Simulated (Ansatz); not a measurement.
Base system: Gd in the hcp (Mg type) structure (space group P6_3/mmc, No. 194; ferromagnetic).

Space group P6₃/mmc (No. 194); a = 3.5657 Å, b = 3.5657 Å, c = 5.6948 Å, α = 90.00°, β = 90.00°, γ = 120.00°

```json
[
 {"atom": "Gd", "site": "2d", "symmetry": "-6m2", "x": "0.6667", "y": "0.3333", "z": "0.2500"}
]
```

The values are results of DFT with PBEsol, PAW potentials and a 420 eV plane-wave cutoff in Ansatz (an electronic-structure program), without spin-orbit coupling, not measurements.

For the base:

```
Quantity                        Result
-----------------------------  -------
Shortest interatomic distance  3.514 Å
c/a ratio                        1.597
```

Perturbation: full substitution Gd → Tb, then cell and atoms are relaxed.

**Question.** Estimate the effect on the shortest interatomic distance and c/a ratio.

**Answer.** The shortest interatomic distance drops by 0.0892 Å, from 3.514 Å to 3.424 Å; the c/a ratio goes up by 0.009 to 1.606.

The magnetic state is the one reached from the starting moments; the real material's order can differ, and small cells can't hold many antiferromagnetic ones. Open 4f shells without U are poorly described, and the f state was not checked. Stability against distortions was not tested.
